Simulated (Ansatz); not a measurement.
Where the default PAW files enter, the runs use the earlier of Ansatz's two default sets.

Tunnelling through a barrier is set by its complex band structure: the current falls as exp(−2κd) with the smallest κ.

Consider the following.

```yaml
crystal:
  lattice:
    - [4.59984, 0.00000, 0.00000]
    - [0.00000, 4.59984, 0.00000]
    - [0.00000, 0.00000, 2.95921]
  atoms:
    - { symbol: Ti, position: [0.50000, 0.50000, 0.00000] }
    - { symbol: Ti, position: [0.00000, 0.00000, 0.50000] }
    - { symbol: O, position: [0.30432, 0.30432, 0.50000] }
    - { symbol: O, position: [0.69568, 0.69568, 0.50000] }
    - { symbol: O, position: [0.19568, 0.80432, 0.00000] }
    - { symbol: O, position: [0.80432, 0.19568, 0.00000] }
```

Space group of this cell: P4_2/mnm, rutile. The cell is taken as given; by r2SCAN its mean pressure is -0.8 GPa.

Transport runs along the normal of the first two printed cell vectors, the (001) plane of the conventional cell.

The gap is the functional's own. No spin-orbit coupling. Mid-gap values are those at the computed energy nearest the middle.

Problem. Estimate the band gap and the smallest decay constant κ at mid-gap that r2SCAN in Ansatz (a first-principles code) returns for this system.

Solution. Gap 2.20 eV on a 8×8×10 mesh; κ = 0.284 1/Å, at the zone centre.
